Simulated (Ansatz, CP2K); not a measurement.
# TiSi (Pnma, 8 atoms in the cell) computed with different codes at matched settings

Self-consistent single point.

```
CELL_PARAMETERS angstrom
      6.58907     0.00000     0.00000
      0.00000     3.67460     0.00000
      0.00000     0.00000     5.05240
ATOMIC_POSITIONS crystal
  Ti 0.67568 0.25000 0.37178
  Ti 0.32432 0.75000 0.62822
  Ti 0.82432 0.75000 0.87178
  Ti 0.17568 0.25000 0.12822
  Si 0.54393 0.25000 0.85540
  Si 0.45607 0.75000 0.14460
  Si 0.95607 0.75000 0.35540
  Si 0.04393 0.25000 0.64460
```

Shared settings, as Ansatz (an electronic-structure program) writes them: kpoints.mp_grid.grid = 3 5 4; scf.occupations.method = gaussian; scf.occupations.width = 0.05 eV. Potentials and cutoffs stand in the table.

```json
[
 {"code": "CP2K", "model": "PBEsol, GPW, DZVP-MOLOPT-SR-GTH basis, GTH-PBE potentials (GTH_POTENTIALS)", "pressure (GPa)": "-5.97", "largest force (eV/Å)": "0.233", "cutoff": "grid 600 Ry"},
 {"code": "Ansatz", "model": "PBEsol, PAW files made with PBE", "pressure (GPa)": "-7.46", "largest force (eV/Å)": "0.121", "cutoff": "default"}
]
```

Size of the force on each atom (eV/Å): Sizes of forces hide their directions.

| code | Ti1 | Ti2 | Ti3 | Ti4 | Si5 | Si6 | Si7 | Si8 |
|---|---|---|---|---|---|---|---|---|
| CP2K | 0.049 | 0.049 | 0.045 | 0.045 | 0.233 | 0.233 | 0.233 | 0.233 |
| Ansatz | 0.022 | 0.022 | 0.022 | 0.022 | 0.121 | 0.121 | 0.121 | 0.121 |

On Ansatz's run: spin polarisation is off.

The spread over the programs that give each value: pressure within 1.49 GPa; largest force within 0.112 eV/Å.

CP2K uses small atom-centred bases, whose incompleteness enters pressures, forces and empty levels differently from a plane-wave cutoff. Ansatz's pressure is given at a fixed set of plane waves, as the other plane-wave codes print theirs.

The shared mesh is coarse (it stands for a supercell whose shortest vector is 18 Å), so the values are not converged in it.

The starting cell comes from a database of computed structures (which also holds hypothetical and non-ambient phases and stackings), without a prior relaxation at this level. Its lattice was rescaled by a random factor within 2.5 % of one.

Left out of this page: Elk (not drawn, or without a comparable value).

Keys are those of Ansatz 0.2.
